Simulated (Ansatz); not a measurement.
AlB2-type HfB2 was calculated with r²SCAN+rVV10 (plane waves, PAW; Ansatz, a program for electronic structure).

The run printed, among other lines:

```
Crystal: 3 atoms, lattice volume = 29.494 Å³
Basis set: ecut = 560 eV, 865 PW (Γ), exchange–correlation on 75×75×81 points (27 copies of the dense FFT grid, shifted against one another)
Bands: 20, of which v1, the nominal top of the filled ones, is band 16 counted from 1 (15 counted from 0)
Symmetry: 24 space group operations
Space group: P6/mmm (ITA 191), of the structure as read, at distance tolerance 3.1e-5 Å
k-points: 549 of 9216
Functional: x = r2scan, c = r2scan + rvv10(b = 11.95, C = 0.0093); τ floored in thin density (d = 2e-4 eV/Å³)
SCF iter   1: F=—  HF=-16046.389010 eV  |F-HF|=—  |Δ(HF+E_count)|=         —  Δρ=8.18e-3  dr2=2.39e-2  dr2_τ=2.60e-1
SCF iter   2: F=—  HF=-16046.445318 eV  |F-HF|=—  |Δ(HF+E_count)|=   5.63e-2  Δρ=4.03e-3  dr2=3.40e-3  dr2_τ=8.54e-4
  ...
SCF iter   7: F=—  HF=-16046.444511 eV  |F-HF|=—  |Δ(HF+E_count)|=   2.20e-7  Δρ=3.71e-6  dr2=2.67e-9  dr2_τ=1.37e-10
SCF iter   8: F=-16046.444511 eV  HF=-16046.444511 eV  |F-HF|=1.78e-10  |Δ(HF+E_count)|=   7.43e-9  Δρ=7.10e-7  dr2=7.04e-11  dr2_τ=3.88e-12
SCF 1 converged in 8 iterations: F = -16046.444511 eV  dr2 = 7.04e-11
SCF converged after 8 iterations
Free energy (F): -16046.444511 eV
Internal energy: -16046.442571 eV  (E = F + TS)
E sigma→0 (E₀):  -16046.443541 eV
Fermi energy:    20.781178 eV
--- Forces (eV/Å), atoms counted from 1 ---
  atom   1  Hf     0.00000000     0.00000000     0.00000000
  atom   2  B      0.00000000    -0.00000000     0.00000000
  atom   3  B     -0.00000000     0.00000000     0.00000000
--- Stress (GPa, compression-positive) ---
       -0.000184       0.000000       0.000000
       -0.000000      -0.000184       0.000000
        0.000000       0.000000       0.001026
  P = ⅓ Tr σ = 0.0002 GPa (0.002 kbar)
```

Problem. Write an input file that could have produced this run (the log leaves some choices open).

Solution. This is not unique; one that fits is 
Ansatz 0.2 input:
```yaml
crystal:
  lattice:
    - [1.5661677919, -2.7126821887, 0.0]
    - [1.5661677919, 2.7126821887, 0.0]
    - [0.0, 0.0, 3.4710790472]
  atoms:
    - { symbol: Hf, position: [0.0, 0.0, 0.0] }
    - { symbol: B, position: [0.3333333333, 0.6666666667, 0.5] }
    - { symbol: B, position: [0.6666666667, 0.3333333333, 0.5] }
basis:
  ecutwfc: 560
  ecutrho_ratio: 4
  xc_grid: 3
kpoints:
  mp_grid: { grid: [24, 24, 16] }
hamiltonian:
  xc: r2scan
  dispersion: rvv10
  pseudopotentials: { kind: paw }
scf:
  occupations: { method: fermi_dirac, width: 0.05 }
  convergence: { dr2_threshold: 0.0000000003 }
output:
  forces: true
  stress: true
  eigenvalues: true
```

The PAW data were made under PBE.

Cost on a shared machine: very roughly 23 core-seconds.
